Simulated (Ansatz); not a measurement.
A computed series for LaMoN3: response to strain

The reference is LaMoN$_{3}$ (space group R3c, No. 161; a cell from a computed database, its experimental status unchecked).

```xyz
10
Lattice="2.8251 1.6311 4.5918 -2.8251 1.6311 4.5918 0.0000 -3.2622 4.5918" Properties=species:S:1:pos:R:3 pbc="T T T"
La     0.0000     0.0000    10.2230
La     0.0000     0.0000     3.3353
Mo     0.0000     0.0000     6.7449
Mo     0.0000     0.0000    13.6326
N      0.3039     1.6266     8.2035
N     -1.5606    -0.5501     8.2035
N      1.2567    -1.0765     8.2035
N      1.5684     0.5546     5.9076
N     -0.3039    -1.6356     5.9076
N     -1.2645     1.0810     5.9076
```

Cartesian axes are those of the cell as printed.

Strains are applied to the cell and any free atomic positions relax; under biaxial strain the out-of-plane vector relaxes too; under stress the whole cell relaxes.

Method: PBEsol in Ansatz (plane waves to 420 eV, PAW, without spin-orbit coupling).

Notes on the quantities. pressure: mean of the normal stresses, compression positive; energy relative to the base: free energy F.

| change | pressure | energy relative to the base | volume per atom | gap character |
|---|---|---|---|---|
| base | 0.00 GPa | 0 meV/atom | 12.70 Å³ | indirect, F → k = (0, 0.143, 0.143) in the run's primitive reciprocal basis |
| biaxial strain +1.98 %, plane normal [001], relaxed out of plane | -4.90 GPa | +12 meV/atom | 13.02 Å³ | indirect, F → L–Γ (20 % along) |
| uniaxial strain ε_xx = −2.61 % | ? | ? | 12.36 Å³ | indirect, L₂ → k = (0, 0.143, 0.143) in the run's primitive reciprocal basis |
| uniaxial stress, 0.5 GPa tension along x | – | +0.1 meV/atom | 12.71 Å³ | indirect, L₂ → A–Γ (20 % along) |
| tensor shear ε_xz = −3.47 % | 1.42 GPa | ? | 12.68 Å³ | indirect, T → Γ |

Question: Some entries are withheld; estimate them.

Answer: 
- uniaxial strain ε_xx = −2.61 %, pressure: 4.99 GPa
- uniaxial strain ε_xx = −2.61 %, energy relative to the base: +8.0 meV/atom
- tensor shear ε_xz = −3.47 %, energy relative to the base: +8.8 meV/atom

Beyond what the load breaks, stability against distortions was not tested. Labels are those of the standard path for the cell's own space group.

Ansatz is a program for electronic structure.
